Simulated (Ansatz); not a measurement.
## A computed series for Zr: response to strain

The reference is Zr in the hcp (Mg type) structure (space group P6_3/mmc, No. 194; a = 3.182 Å, c = 5.124 Å; relaxed with 0.1 eV smearing). Axes: x lies along a and z along c of the hexagonal cell.

Strains are applied to the cell and any free atomic positions relax; under biaxial strain the out-of-plane vector relaxes too.

The values are results of PBEsol (Ansatz, a program for electronic structure; PAW; 420 eV plane waves; no spin-orbit coupling), not measurements.

Candidates:
(a) biaxial strain −0.50 %, plane normal [001], relaxed out of plane
(b) biaxial strain −3.00 %, plane normal [001], relaxed out of plane
(c) biaxial strain −2.50 %, plane normal [001], relaxed out of plane
(d) biaxial strain +1.50 %, plane normal [001], relaxed out of plane

Order them by out-of-plane strain, highest first.

(b) biaxial strain −3.00 %, plane normal [001], relaxed out of plane (+2.96 %), (c) biaxial strain −2.50 %, plane normal [001], relaxed out of plane (+2.39 %), (a) biaxial strain −0.50 %, plane normal [001], relaxed out of plane (+0.43 %), (d) biaxial strain +1.50 %, plane normal [001], relaxed out of plane (-1.21 %)

No phonon test of stability was made. The final runs are not spin-polarised.
